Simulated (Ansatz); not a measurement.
A periodic model of amorphous Ti$_{20}$O$_{43}$Lu$_{2}$:

```
CELL_PARAMETERS angstrom
      9.47972     0.10058    -0.06919
      0.10058     9.12837    -0.02801
     -0.06919    -0.02801     9.31955
ATOMIC_POSITIONS crystal
  Ti 0.05833 0.17980 0.12815
  Ti 0.37161 0.59086 0.09036
  Ti 0.46448 0.10062 0.44613
  Ti 0.08884 0.00531 0.79395
  Ti 0.13859 0.29193 0.54940
  Ti 0.87079 0.46352 0.51660
  Ti 0.19018 0.93584 0.40456
  Ti 0.50848 0.45879 0.35257
  Ti 0.11256 0.54824 0.27430
  Ti 0.55637 0.15706 0.75552
  Ti 0.43191 0.88415 0.81610
  Ti 0.75788 0.50306 0.15891
  Ti 0.55320 0.82514 0.24765
  Ti 0.92633 0.85826 0.22449
  Ti 0.86984 0.32858 0.89273
  Ti 0.23051 0.32032 0.87329
  Ti 0.01147 0.64060 0.95034
  Ti 0.93146 0.83006 0.59408
  Ti 0.73427 0.62379 0.77142
  Ti 0.40470 0.51585 0.71549
  O  0.91367 0.61559 0.22230
  O  0.43651 0.77428 0.08173
  O  0.97438 0.13470 0.93624
  O  0.48318 0.26006 0.32721
  O  0.22016 0.43066 0.67074
  O  0.09596 0.76664 0.34271
  O  0.16496 0.62649 0.08999
  O  0.60090 0.00772 0.33331
  O  0.65550 0.79467 0.82408
  O  0.95006 0.25226 0.50354
  O  0.22636 0.20101 0.02682
  O  0.10689 0.01990 0.24108
  O  0.37094 0.90609 0.37173
  O  0.44507 0.00067 0.65853
  O  0.72758 0.82468 0.15544
  O  0.57550 0.67011 0.35227
  O  0.82242 0.32913 0.09301
  O  0.85120 0.42125 0.70714
  O  0.96690 0.83209 0.02560
  O  0.86109 0.06180 0.17649
  O  0.73721 0.41397 0.36371
  O  0.24204 0.92365 0.87273
  O  0.80901 0.66136 0.57304
  O  0.81928 0.56261 0.95468
  O  0.00739 0.69236 0.77129
  O  0.32012 0.52381 0.27899
  O  0.73089 0.19831 0.84285
  O  0.05439 0.50070 0.46920
  O  0.59314 0.50474 0.78082
  O  0.07769 0.35061 0.23037
  O  0.46111 0.47095 0.53199
  O  0.41661 0.28193 0.78745
  O  0.25317 0.15338 0.46313
  O  0.05384 0.41611 0.91843
  O  0.87383 0.92527 0.42724
  O  0.33373 0.49532 0.92226
  O  0.61851 0.17294 0.56055
  O  0.38864 0.70984 0.72252
  O  0.88835 0.95033 0.73963
  O  0.14227 0.18382 0.72743
  O  0.11584 0.91438 0.60058
  O  0.56211 0.49730 0.13295
  O  0.53918 0.02640 0.91624
  Lu 0.77058 0.97651 0.95749
  Lu 0.77656 0.14995 0.37869
```

Methods: PBE, scalar-relativistic without spin-orbit coupling (Ansatz, a first-principles code); r2SCAN, scalar-relativistic without spin-orbit coupling (Ansatz); HSE06, scalar-relativistic without spin-orbit coupling (Ansatz). Neutral PBE cell, which sets geometry, pressure and energy: sampling: a 2×2×2 Γ-centred mesh; Fermi-Dirac width 0.02 eV; no spin polarisation. Exact exchange is cut at the faces of this 9 Å cell, which leaves hybrid gaps a finite-size error.

It comes from a melt-quench run on a machine-learned potential (CHGNet), relaxed afterwards by DFT. O atoms were pushed apart under 1.9 Å during the dynamics, to hinder bonds among them. The hot cell started wider than the set density and was brought back towards it in steps. It is the lowest in DFT energy of 2 quenches. It is a model cell: composition and starting density were chosen by hand, and all elements were melted together. No dispersion term was used. Its density started from a set value of 4.11 and ended at 4.11 g/cm³. The quench (nominally 300 K/ps over its main leg) was far faster than any real one, so the model tends to hold more defects than a real film. Values belong to this one cell and scatter from quench to quench. The volume was held where the preparation left it and the shape relaxed.

Question: Give the pressure and the spacing of the highest filled and lowest empty levels.

Answer: 
```yaml
Pressure on a 2×2×2 Γ-centred mesh: 13.6 kbar
Largest force and stress component on that mesh (the relaxation ran on the zone centre alone): 0.16 eV/Å and 1.4 GPa
Level gap on a 2×2×2 Γ-centred mesh (PBE): 2.53 eV
Level gap at the zone centre (PBE): 2.60 eV
Level gap at the zone centre (r2SCAN): 2.95 eV
Level gap at the zone centre (HSE06): 4.15 eV
Distance between the nearest levels spread over more than a fifth of the atoms or a third of the atoms of their main element (six at least) (PBE, zone centre): 2.68 eV
```

Question: At PBE and the zone centre, how localised are the states just below and above the Fermi level (participation number: the atoms over which a state spreads)?

Answer: The highest filled state is spread over 9.4 atoms' worth, largest on O36, with weights by element (charge in smoothed Voronoi cells) O 0.93, Ti 0.06, Lu 0.01. The lowest empty state is spread over 13.4 atoms' worth, largest on Ti14, with weights by element (charge in smoothed Voronoi cells) Ti 0.81, O 0.18, Lu 0.00.

At PBE the levels at the filled edge of the gap are localised (band-tail or defect states).

Neighbours within Ti-Ti 3.12 Å, Ti-O 2.42 Å, Ti-Lu 3.62 Å, O-O 1.58 Å, O-Lu 2.78 Å, Lu-Lu 4.11 Å count as bonded. Two cations that share two anions don't count as bonded, nor two that share one unless they lie closer than Ti-Ti 3.04 Å, Ti-Lu 3.52 Å, Lu-Lu 4.00 Å.

Added carriers, by PBE, scalar-relativistic without spin-orbit coupling run with Ansatz on the zone centre alone. Charged cells keep the cell fixed and stand in a uniform background, with no image correction, at a width of 0.01 eV; where the count is odd the moment is locked at 1 μB, unless the neutral cell bore moments. Each starts from the undistorted neutral geometry alone. PBE's self-interaction favours spread-out carriers, so it can miss traps that a hybrid finds.

Question: What happens at PBE when the cell takes an extra electron and the atoms relax?

Answer: Relaxation lowers the charged cell by 0.10 eV. The largest moves are O37 0.06 Å, O47 0.06 Å, Ti18 0.06 Å, O59 0.06 Å. The level that holds the added charge spreads over 12.2 atoms' worth, most on Ti4 (weight 0.17): a partly localised carrier. No bond crosses its cut-off with a change of over 0.15 Å (metal-metal contacts aside). Made neutral again at that geometry, the cell lies +0.13 eV from the neutral start.

Question: What happens at PBE when the cell takes a hole and the atoms relax?

Answer: Relaxation lowers the charged cell by 0.59 eV. The largest moves are O40 0.62 Å, O28 0.44 Å, O32 0.37 Å, O51 0.34 Å. The level that was emptied spreads over 3.3 atoms' worth, most on O40 (weight 0.42): a localised (trapped) carrier, which neighbours of that atom can share. Bonds broken: Ti1-O40, Ti11-O29. Bonds formed: Ti19-O45, O24-Lu65. Made neutral again at that geometry, the cell lies +1.05 eV from the neutral start.
